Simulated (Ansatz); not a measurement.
## TiAl: point defects

Base system: a 16-atom supercell of TiAl (space group P4/mmm, No. 123; a = 2.8241 Å, c = 4.0706 Å) at its relaxed geometry.

One neutral defect a cell, atoms relaxed at fixed cell.

All numbers come from PBE in Ansatz (plane waves to 420 eV, PAW, without spin-orbit coupling), earlier PAW set.

| change | pressure | largest displacement of a host atom from its site in the perfect cell |
|---|---|---|
| perfect supercell | 0.0 GPa | – |
| Al on a Ti site (antisite), symmetric start | -0.3 GPa | 0.07 Å |
| Sc on a Al site | ? | ? |
| Ti vacancy, symmetric start | -1.6 GPa | 0.01 Å |
| H interstitial (started 2.00 Å from the nearest host atom), symmetric start | 0.9 GPa | 0.12 Å |

What belongs in the blanks?


- Sc on a Al site, pressure: 3.3 GPa
- Sc on a Al site, largest displacement of a host atom from its site in the perfect cell: 0.06 Å

In so small a cell the defect repeats every few ångströms: this is an ordered compound, not a dilute defect. Defects with a symmetric start kept the site's symmetry and may sit on a saddle; the others started slightly shaken. All final runs are without spin polarisation.

Ansatz is a first-principles code.
